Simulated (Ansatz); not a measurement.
A computed series for CsPbCl3: response to strain

Take CsPbCl$_{3}$ in the cubic perovskite structure (space group Pm-3m, No. 221) as the base.

```xyz
5
Lattice="5.6188 0.0000 0.0000 0.0000 5.6188 0.0000 0.0000 0.0000 5.6188" Properties=species:S:1:pos:R:3 pbc="T T T"
Cs     0.0000     0.0000     0.0000
Pb     2.8094     2.8094     2.8094
Cl     0.0000     2.8094     2.8094
Cl     2.8094     2.8094     0.0000
Cl     2.8094     0.0000     2.8094
```

Cartesian axes are those of the cell as printed.

Strains are applied to the cell and any free atomic positions relax; under stress the whole cell relaxes.

Calculations: PBEsol (Ansatz, an electronic-structure program, PAW, no spin-orbit coupling), earlier PAW set.

Candidates:
(a) uniaxial strain ε_zz = +1.05 %
(b) uniaxial stress, 3 GPa tension along z
(c) strain tensor (xx, yy, zz, yz, xz, xy) = (+0.64, +1.56, −0.84, +1.48, −0.57, −0.10) %

Before the change:

Band gap: 1.84 eV

### Question
Order them by band gap, lowest first.

### Answer
(b) uniaxial stress, 3 GPa tension along z (1.65 eV), (c) strain tensor (xx, yy, zz, yz, xz, xy) = (+0.64, +1.56, −0.84, +1.48, −0.57, −0.10) % (1.80 eV), (a) uniaxial strain ε_zz = +1.05 % (1.84 eV)

Spin-orbit coupling, missing from the scalar runs, can matter with Pb. Stability under load was not tested beyond the relaxation. Many cubic perovskites are stable only at high temperature; tilts and polar distortions were not tested. This is not the structure that CsPbCl3 has at room temperature and ambient pressure.
